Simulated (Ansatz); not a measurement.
**ZrTiO4 (P2₁2₁2, No. 18, 12 atoms in the cell; start mp-1215197)**

Computed with r²SCAN+SOC (plane waves, PAW; Ansatz, an electronic-structure program).

Numerical settings: plane-wave cutoff 560 eV, 8×8×6 k mesh (along the axes of the cell as run), Fermi–Dirac smearing 0.01 eV, PAW data made under PBE.

Cell (relaxed with PBEsol):

TiZrO4 has the orthorhombic space group P2₁2₁2 (No. 18), Pearson symbol oP12. Conventional cell: a = 4.7259 Å, b = 5.0753 Å, c = 5.6270 Å, α = β = γ = 90.00°. Zr on 2b has 4 O at 2.020–2.047 Å and 2 O at 2.206 Å. Ti on 2a has 2 O at 1.884 Å and 4 O at 2.009–2.053 Å. O1 on 4c sees 1 Ti at 1.884 Å and 1 Ti at 2.009 Å and 1 Zr at 2.206 Å (trigonal planar). O2 on 4c is surrounded by 2 Zr at 2.020–2.047 Å and 1 Ti at 2.053 Å (trigonal planar). (Neighbours: up to the widest gap in distance over summed covalent radii, below 1.35, at either atom; cation-cation and far metal-metal contacts left out.)

For ZrTiO4 (P2₁2₁2, No. 18, 12 atoms in the cell; start mp-1215197), the band gap comes out as 3.19 eV (direct).

Note: cell and atoms aren't relaxed at this level (largest force component 0.05 eV/Å, pressure 2.5 GPa).

Static lattice: no zero-point or thermal effects.

Cost on a shared machine: around 70 core-minutes (rough).

A start named mp-… is a Materials Project structure, which need not be a measured phase.
